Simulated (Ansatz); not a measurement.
Checking a run of Ansatz (a program for electronic structure) on HfRh3 (Pm-3m, 4 atoms in the cell). The aim is a self-consistent single point with DFT, PBEsol, plane waves, default PAW files made with PBE.

Cell that was meant: a = 3.9110 Å, b = 3.9110 Å, c = 3.9110 Å, α = 90.00°, β = 90.00°, γ = 90.00°.

Part of the input:

Ansatz 0.2 input:
```yaml
    - { symbol: Rh, position_ang: [1.955500, 0.000000, 1.955500] }
    - { symbol: Rh, position_ang: [1.955500, 1.955500, 0.000000] }
    - { symbol: Hf, position_ang: [0.000000, 0.000000, 0.000000] }
basis:
  ecutrho_ratio: 1
kpoints:
  mp_grid:
    grid: [11, 11, 11]
```

The program printed (abridged):

```
WARN basis.ecutwfc = 420 eV, the default
WARN basis.ecutrho_ratio = 1 (ecutrho = 420 eV) is below the records' recommended cutoff
   [... lines left out ...]
PAW frozen core: Hf, regenerated for the run's functional, and the local potential with it
Initial density: superposition of atomic densities (neutral atoms: chi_scale 0, normalization atom), corrected by the library's trained network
Initial wavefunctions: pseudopotential atomic-orbital guess
Eigensolver: davidson
Functional: x = pbesol(κ = 0.804, μ = 0.12345679012345678), c = pbesol(β = 0.046)
SCF iter   1: F=—  HF=-34617.594635 eV  |F-HF|=—  |Δ(HF+E_count)|=         —  Δρ=1.83e-2  dr2=2.38e-1  ethr=1.77e-3  ⟨swp⟩=5.4  Hψ=8107  notcnv=0  defer=1
all-band conjugate gradients solve this SCF's bands
preconditioner: auto → Kerker (q_TF=auto, 2.846 Å⁻¹)
SCF iter   2: F=—  HF=-34617.569044 eV  |F-HF|=—  |Δ(HF+E_count)|=   2.56e-2  S|Δr|=    0.00e0  Δρ=8.91e-3  dr2=6.39e-2  ethr=3.10e-4  ⟨swp⟩=1.2  Hψ=3094  notcnv=0  defer=5
   [... lines left out ...]
SCF iter   6: F=—  HF=-34617.558208 eV  |F-HF|=—  |Δ(HF+E_count)|=   2.89e-4  S|Δr|=    0.00e0  Δρ=1.39e-4  dr2=1.12e-5  ethr=1.29e-7  ⟨swp⟩=2.0  Hψ=3622  notcnv=0  defer=5
SCF iter   7: F=—  HF=-34617.558202 eV  |F-HF|=—  |Δ(HF+E_count)|=   5.99e-6  S|Δr|=    0.00e0  Δρ=2.20e-5  dr2=2.44e-7  ethr=1.46e-8  ⟨swp⟩=2.0  Hψ=4194  notcnv=0  defer=5
SCF iter   8: F=-34617.558202 eV  HF=-34617.558202 eV  |F-HF|=8.77e-9  |Δ(HF+E_count)|=   1.38e-7  S|Δr|=    0.00e0  Δρ=4.55e-6  dr2=1.43e-8  ethr=1.30e-10  ⟨swp⟩=8.4  Hψ=9838  notcnv=0
SCF 1 converged in 8 iterations: F = -34617.558202 eV  dr2 = 1.43e-8
Stability not checked (fill_not_monotonic)
Free energy (F): -34617.558202 eV
Internal energy: -34617.561637 eV  (E = F + TS)
E sigma→0 (E₀):  -34617.559347 eV
Entropy (-TS):   0.003435 eV (0.859 meV/atom)
Fermi energy:    22.337693 eV
--- Forces (eV/Å), atoms counted from 1 ---
  atom   1  Rh    -0.00000000     0.00000000     0.00000000
   [... zero for the other atoms too ...]
--- Stress (GPa, compression-positive) ---
        0.742661       0.000000       0.000000
   [... lines left out ...]
  P = ⅓ Tr σ = 0.7427 GPa (7.427 kbar)
  The stress holds the Pulay correction, which leaves out the density cutoff's part. Without it, at fixed plane waves, as pw.x and ABINIT print it …
settings of this run that can trade accuracy for cost: basis.ecutrho_ratio < 4. Do not mix this run's numbers with those of runs without the same settings …
```

Q: Is anything amiss in this input, and did it matter?

A: The run is not sound. The fault is a density cutoff or grid that is too coarse. The charge density holds wave vectors up to twice those of the orbitals (four times the energy cutoff), and augmentation charges need more still. To fix it, restore the density cutoff. The run converged in 8 iterations without an error; against the sound input the free energy drops by 94.4 meV/atom and the pressure goes from -2.97 to 0.74 GPa. The full log also holds (shortened here): “WARN basis.ecutrho_ratio = 1 (ecutrho = 420 eV) is below the records' recommended cutoff”. At a fixed set of plane waves, without the program's Pulay estimate, the pressure is 0.59 GPa against -3.06 GPa.

An input that runs soundly differs in these lines (not the only fix; some lines may just follow from the change or write a value another way):
```diff
-basis:
-  ecutrho_ratio: 1
```

With that input, the run converged in 8 iterations: free energy E − TS (on the zero of these files) -34617.1804 eV; Fermi level (on the code's own zero) 22.34 eV; pressure -2.97 GPa (DFT, PBEsol, plane waves, default PAW files made with PBE).

On the sound input: the starting cell comes from a database of published, mostly measured structures (it also holds non-ambient and calculated ones), without a prior relaxation at this level. Spin polarisation is off. Ansatz's pressure includes its estimate of the finite-basis (Pulay) stress.
